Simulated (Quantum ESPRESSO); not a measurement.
Sensitivity of a calculation on Ta3N5 (Pnma, 32 atoms in the cell) to its settings

```
Ta3N5
1.0
    9.29066     0.00000     0.00000
    0.00000     5.98138     0.00000
    0.00000     0.00000     5.58080
Ta N
12 20
Direct
  0.67903   0.49853   0.50290
  0.32097   0.50147   0.49710
  0.82097   0.50147   0.00290
  0.17903   0.49853   0.99710
  0.17903   0.00147   0.99710
  0.82097   0.99853   0.00290
  0.32097   0.99853   0.49710
  0.67903   0.00147   0.50290
  0.50013   0.75000   0.07498
  0.49987   0.25000   0.92502
  0.99987   0.25000   0.57498
  0.00013   0.75000   0.42502
  0.38883   0.97275   0.85097
  0.61117   0.02725   0.14903
  0.11117   0.02725   0.35097
  0.88883   0.97275   0.64903
  0.88883   0.52725   0.64903
  0.11117   0.47275   0.35097
  0.61117   0.47275   0.14903
  0.38883   0.52725   0.85097
  0.29200   0.75000   0.20936
  0.70800   0.25000   0.79064
  0.20800   0.25000   0.70936
  0.79200   0.75000   0.29064
  0.49913   0.75000   0.45454
  0.50087   0.25000   0.54546
  0.00087   0.25000   0.95454
  0.99913   0.75000   0.04546
  0.68202   0.75000   0.80085
  0.31798   0.25000   0.19915
  0.81798   0.25000   0.30085
  0.18202   0.75000   0.69915
```

Base run A: PBEsol, GBRV 1.5 ultrasoft (PBESOL) pseudopotentials (Quantum ESPRESSO 7.5), self-consistent single point.

Its settings: ecutwfc = 40 Ry; ecutrho = 320 Ry; occupations = smearing; smearing = methfessel-paxton; degauss = 0.0073499 Ry; potentials = {Ta: ta_pbesol_v1.uspp.F.UPF, N: n_pbesol_v1.2.uspp.F.UPF}; K_POINTS = automatic 2 3 3 0 0 0; conv_thr = 1e-11 Ry; mixing_beta = 0.3.

The starting cell comes from a database of computed structures (which also holds hypothetical and non-ambient phases and stackings), without a prior relaxation at this level. Its lattice was rescaled by a random factor within 2.5 % of one. Spin-orbit coupling is off. Spin polarisation is off. In the base run, with a pressure of about 3 GPa the cell is away from its equilibrium volume at this level.

ΔF is the free energy per atom less that of run A. A dash stands where there is no value to compare (another energy zero or no entropy term, no result, no spin, no clean gap, or a mesh too coarse for one). 

Run A gave: pressure (GPa) 3.19; largest force (eV/Å) 0.244; gap on the mesh (eV) 0.120.

Runs:
- B: smearing: methfessel-paxton → marzari-vanderbilt; degauss: 0.0073499 Ry → 0.02205 Ry
- C: occupations: smearing → tetrahedra_opt; smearing: methfessel-paxton → default; degauss: 0.0073499 Ry → default

### Question
What does run B change against A?

### Answer
The free energy goes up by 2.4 meV/atom, the pressure stays near 3.10 GPa while the yy stress (positive for compression) goes from 3.04 to 3.56 GPa and the largest force goes from 0.244 to 0.207 eV/Å.

| run | ΔF (meV/atom) | pressure (GPa) | largest force (eV/Å) | gap on the mesh (eV) |
|---|---|---|---|---|
| A | 0.00 | 3.19 | 0.244 | 0.120 |
| B | 2.4 | 3.10 | 0.207 | – |
| C | -0.03 | 3.19 | 0.246 | 0.119 |
